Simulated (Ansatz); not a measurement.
Structures of equal composition on the (000-1) surface of wurtzite GaN (N plane on top): 2x2 Al adatom at H3; 2x2 Al adatom at T4. The slabs share one bottom face, and each structure is named by its start. These are constructed structures in small cells; real faces may alloy, dewet or reconstruct in larger ones, and not all known structures of the face are among them. Slabs of about 14 Å, Fermi-Dirac smearing of 0.025 eV. Bottom of the slabs: H caps. Relaxed from the named starts with such symmetry as they have, on meshes of like density; energies extrapolated to zero smearing; spin only where a row says so; no spin-orbit coupling, no U. Brackets mark spin-polarised runs, whose order is one that fits the cell. Where a second, spin-polarised start was run, the lower counts.

Method: r2SCAN, at the PBE geometry (plane waves to 500 eV, PAW; Ansatz, an electronic-structure program).

Order them by energy per 1x1 cell (lowest first) at the level r2SCAN, at the PBE geometry.

2x2 Al adatom at H3 (0.000 eV, gap 1.45 eV on the mesh), 2x2 Al adatom at T4 (0.371 eV (3 Al–N bonds formed), gap 0.82 eV on the mesh)
